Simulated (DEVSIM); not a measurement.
**abrupt GaSb n-p junction**

Device: abrupt GaSb n-p junction, at 300 K.

| layer (left to right) | material | thickness (μm) | Nd (cm⁻³) | Na (cm⁻³) | τn (s) | τp (s) |
|---|---|---|---|---|---|---|
| 1 | GaSb | 0.150 | 3e15 | - | 5.3e-9 | 5.3e-9 |
| 2 | GaSb | 1.30 | - | 2.3e15 | 5.3e-9 | 5.3e-9 |

Left contact: ohmic. Right contact: ohmic. Voltage is applied to the left contact. Recombination: SRH at mid-gap. Mobility is μmin + (μ − μmin)/(1 + (N/Nref)^α).

The device is made up for the run: typed textbook-type constants, with dimensions and the other settings drawn at random. Values at 300 K.

| parameter | GaSb |
|---|---|
| gap (eV) | 0.726 |
| affinity (eV) | 4.06 |
| permittivity | 15.7 |
| Nc (cm⁻³) | 2.1e17 |
| Nv (cm⁻³) | 1.8e19 |
| μn (cm²/Vs) | 5000 |
| μp (cm²/Vs) | 850 |
| μn,min | 1000 |
| μp,min | 190 |
| Nref,n | 2.8e17 |
| Nref,p | 9e17 |
| αn | 1.05 |
| αp | 0.65 |

Model (solved in DEVSIM): 1D drift-diffusion, Boltzmann statistics, complete ionisation; no tunnelling, impact ionisation, image-force lowering or self-heating.

* **Potential step across the device at zero bias**: 0.384 V
* **Largest field in the device at zero bias**: 11000 V/cm
* **Dark forward voltage at 1 A/cm²**: 0.188 V
* **Dark forward voltage at 100 A/cm²**: 0.337 V

Dark forward current:

```
V (V)  J (A/cm²)
-----  ---------
-0.05    -0.0061
-0.10     -0.042
-0.15      -0.26
-0.20       -1.5
-0.25       -8.4
-0.30        -39
-0.35       -140
-0.40       -370
-0.45       -770
-0.50      -1400
-0.55      -2100
```
